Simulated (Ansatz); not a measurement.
Take MoSi2 (space group I4/mmm, No. 139; relaxed with 0.1 eV smearing) as the base.

```
CELL_PARAMETERS angstrom
     -1.58700     1.58700     3.88936
      1.58700    -1.58700     3.88936
      1.58700     1.58700    -3.88936
ATOMIC_POSITIONS crystal
  Si 0.66479 0.66479 0.00000
  Si 0.33521 0.33521 0.00000
  Mo 0.00000 0.00000 0.00000
```

Cartesian axes are those of the cell as printed.

Method: LDA (Ansatz, a program for electronic structure; PAW; 420 eV plane waves; without spin-orbit coupling).

Base values:

```
Property                         Value
-----------------------------  -------
Shortest interatomic distance  2.564 Å
Band gap                          zero
```

Now apply this change: the cell is stretched by 2.00 % along z with no lateral relaxation, atoms relaxed at fixed cell.

Task: Predict the new energy relative to the base.

Result: The energy increases by 8.2 meV/atom.

Task: Predict the new stress.

Result: The stress (xx, yy, zz, yz, xz, xy; compression positive) is (-1.9, -1.9, -9.7, 0.0, 0.0, 0.0) GPa.

Task: What does the calculation give for the shortest interatomic distance after the change?

Result: The shortest interatomic distance goes up by 0.031 Å, from 2.564 Å to 2.595 Å.

Task: Predict the new band gap.

Result: The band gap is still zero.

The cells carry an imposed strain or load. Whether these cells are dynamically stable was not tested. The final runs are not spin-polarised.
